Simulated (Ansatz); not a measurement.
Worked example: relaxation of the atoms of CsH3O2 (Amm2, 6 atoms in the cell) in Ansatz (an electronic-structure program).

Computed with LDA (PW92), default PAW files made with PBE (plane waves; Ansatz).

The change in words: one atom moved by 0.15 angstrom; relax: default → atoms; relax.f_tol: default → 0.05 eV/Å. Reference geometry:
```
CELL_PARAMETERS angstrom
      4.27148     0.00000     0.00000
      0.00000     2.22366     4.04368
      0.00000    -2.22366     4.04368
ATOMIC_POSITIONS crystal
  Cs 0.00000 0.98533 0.98533
  H  0.50000 0.55847 0.55847
  H  0.50000 0.07118 0.45270
  H  0.50000 0.45270 0.07118
  O  0.50000 0.67951 0.67951
  O  0.50000 0.33406 0.33406
```

Reference input (self-consistent single point, DFT, LDA (PW92), plane waves, default PAW files made with PBE): basis.ecutwfc = 420 eV; kpoints.mp_grid.grid = 6 6 6; hamiltonian.xc = lda; hamiltonian.pseudopotentials = {kind: paw} (the program's default PAW files); scf.occupations.method = fixed. This run's input differs from it in these lines:

```diff
@@ -6,3 +6,3 @@
   atoms:
-    - { symbol: Cs, position_ang: [0.000000, -0.000000, 7.968714] }
+    - { symbol: Cs, position_ang: [0.000000, 0.000000, 8.118711] }
     - { symbol: H, position_ang: [2.135740, 0.000000, 4.516546] }
@@ -24,2 +24,4 @@
     method: fixed
+relax:
+  f_tol: 0.05
 output:
```

Output (repeated stretches shortened):

```
   [... SCF lines of the steps left out ...]
relax step   1: F+E_penalty+E_count = -6664.95498144 eV  Δ(F+E_penalty+E_count) = +0.000e0 eV  max|allowed force component| = 4.911e-1 eV/Å  Δτ_max = 0.0000 Å  (6 SCF iters, dr2 threshold 6.25e-5 eV, accepted)
relax step   2: F+E_penalty+E_count = -6664.97795427 eV  Δ(F+E_penalty+E_count) = -2.297e-2 eV  max|allowed force component| = 3.000e-1 eV/Å  Δτ_max = 0.1113 Å  (5 SCF iters, dr2 threshold 1.51e-5 eV, accepted)
relax step   3: F+E_penalty+E_count = -6664.98913380 eV  Δ(F+E_penalty+E_count) = -1.118e-2 eV  max|allowed force component| = 9.421e-2 eV/Å  Δτ_max = 0.1602 Å  (7 SCF iters, dr2 threshold 5.62e-6 eV, accepted)
relax step   4: F+E_penalty+E_count = -6664.98988615 eV  Δ(F+E_penalty+E_count) = -7.523e-4 eV  max|allowed force component| = 2.346e-2 eV/Å  Δτ_max = 0.0207 Å  (6 SCF iters, accepted)
the relaxation is at rest under the 4 symmetry operations that the run kept from its start: a minimum is not shown …
Free energy (F): -6664.989886 eV
Internal energy: -6664.989886 eV  (E = F + TS)
E sigma→0 (E₀):  -6664.989886 eV
Fermi energy:    2.835902 eV
--- Forces (eV/Å), atoms counted from 1 ---
  atom   1  Cs     0.00000000     0.00000000    -0.00167447
  atom   2  H      0.00000000     0.00000000     0.01955242
  atom   3  H     -0.00000000     0.00490704    -0.02122667
  atom   4  H      0.00000000    -0.00490704    -0.02122667
  atom   5  O      0.00000000     0.00000000     0.00112367
  atom   6  O      0.00000000     0.00000000     0.02346010
--- Stress (GPa, compression-positive) ---
   [... lines left out ...]
    - { symbol: H, position: [0.5, 0.5642164325022269, 0.5642164325022269] }
    - { symbol: H, position: [0.5, 0.07298150423673447, 0.46204392442017084] }
    - { symbol: H, position: [0.5, 0.46204392442017084, 0.07298150423673447] }
    - { symbol: O, position: [0.5, 0.686895954844654, 0.686895954844654] }
    - { symbol: O, position: [0.5, 0.3407857274368915, 0.3407857274368915] }
```

The run converged. 

Summary of the result:
Free energy E − TS (on the zero of these files): -6664.9899 eV
Top of the valence band (on the code's own zero): 2.84 eV
Gap on the k-point mesh: 4.02 eV
Pressure: -2.99 GPa
Largest force (vector length): 0.023 eV/Å
Relaxation steps: 4

The starting cell comes from a database of computed structures (which also holds hypothetical and non-ambient phases and stackings), without a prior relaxation at this level. Its lattice was rescaled by up to half a per cent. For this run, on top of that: one atom moved by 0.15 angstrom. The relaxation keeps the symmetry of its start, so its end need not be a minimum. Ansatz's pressure includes its estimate of the finite-basis (Pulay) stress. Without the estimate this run gives -3.55 GPa.

Cost on one core of a shared machine: roughly 30 s.

Keys are those of Ansatz 0.2.
